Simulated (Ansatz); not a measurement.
# Response to strain in HfO2

Consider HfO$_{2}$ in the fluorite structure (space group Fm-3m, No. 225; a = 5.0438 Å). Axes: x, y, z lie along the cube axes.

Strains are applied to the cell and any free atomic positions relax; under biaxial strain the out-of-plane vector relaxes too.

All numbers come from PBEsol (Ansatz, a quantum-chemistry and plane-wave program; PAW; 420 eV plane waves; without spin-orbit coupling).

```tsv
biaxial strain, plane normal [001], relaxed out of plane (%)	out-of-plane strain (%)
0	0.00
0.5	-0.18
1	-0.36
1.5	-0.54
2	?
2.5	-0.86
```

Question: Fit ε⊥ = −νε + γε² (strains in %) to the rows shown and predict the withheld row.

Answer: Least squares on the printed values gives ν = 0.37 (the biaxial Poisson response) and γ = 0.012 (largest residual 0.01 %); this predicts -0.70 %, and the run gives -0.70 %, in agreement.

Whether these cells are dynamically stable was not tested. This is not the structure that HfO2 has at room temperature and ambient pressure.
